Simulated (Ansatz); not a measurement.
Start from Ag in the fcc (Cu type) structure (space group Fm-3m, No. 225; relaxed with 0.1 eV smearing).

```
Ag
1.0
    0.00000     2.02691     2.02691
    2.02691     0.00000     2.02691
    2.02691     2.02691     0.00000
Ag
1
Direct
  0.00000   0.00000   0.00000
```

The values are results of PBEsol (Ansatz, a first-principles code, PAW, spin-orbit coupling left out), not measurements.

Base values:

The pressure is 0.0 GPa.

Now apply this change: an isotropic linear strain of +3.00 %, atoms relaxed at fixed cell.

Problem. Predict the new energy relative to the base.

Solution. The energy rises by 44 meV/atom.

Problem. What happens to the pressure?

Solution. The pressure goes from zero to -8.2 GPa.

Stability against distortions was not tested.
